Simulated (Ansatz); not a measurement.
Band structure of ZrN (Fm-3m, 2 atoms in the cell).

```xyz
2
Lattice="0.0000 2.2900 2.2900 2.2900 0.0000 2.2900 2.2900 2.2900 0.0000" Properties=species:S:1:pos:R:3 pbc="T T T"
Zr     0.0000     0.0000     0.0000
N      2.2900     2.2900     2.2900
```

Method: PBE (plane waves, PAW; Ansatz, an electronic-structure program).

Settings: basis.ecutwfc = 420 eV; kpoints.mp_grid.grid = 12 12 12; hamiltonian.xc = pbe; hamiltonian.pseudopotentials = {kind: paw} (the program's default PAW files); scf.occupations.method = fermi_dirac; scf.occupations.width = 0.1 eV; kpoints.band_path.npoints = 8.

The starting cell has typed, rounded lattice constants, without a prior relaxation at this level.

Levels in eV from the Fermi level, bands 5 to 12:
```json
[
 {"point": "Γ", "5": "-16.30", "6": "-2.66", "7": "-2.66", "8": "-2.66", "9": "-0.40", "10": "-0.40", "11": "-0.40", "12": "1.59"},
 {"point": "X", "5": "-15.77", "6": "-4.56", "7": "-3.49", "8": "-3.16", "9": "-3.16", "10": "3.39", "11": "4.55", "12": "4.55"},
 {"point": "W", "5": "-15.16", "6": "-5.45", "7": "-4.75", "8": "-4.75", "9": "1.03", "10": "1.03", "11": "4.56", "12": "4.64"},
 {"point": "K", "5": "-15.20", "6": "-5.51", "7": "-4.74", "8": "-4.47", "9": "-0.71", "10": "3.42", "11": "3.69", "12": "5.19"},
 {"point": "L", "5": "-14.08", "6": "-7.68", "7": "-5.71", "8": "-5.71", "9": "3.03", "10": "3.10", "11": "3.10", "12": "4.77"},
 {"point": "U", "5": "-15.20", "6": "-5.51", "7": "-4.74", "8": "-4.47", "9": "-0.71", "10": "3.42", "11": "3.69", "12": "5.19"}
]
```

Bands cross the Fermi level along this path, so the cell is metallic at this level.

Keys are those of Ansatz 0.2.
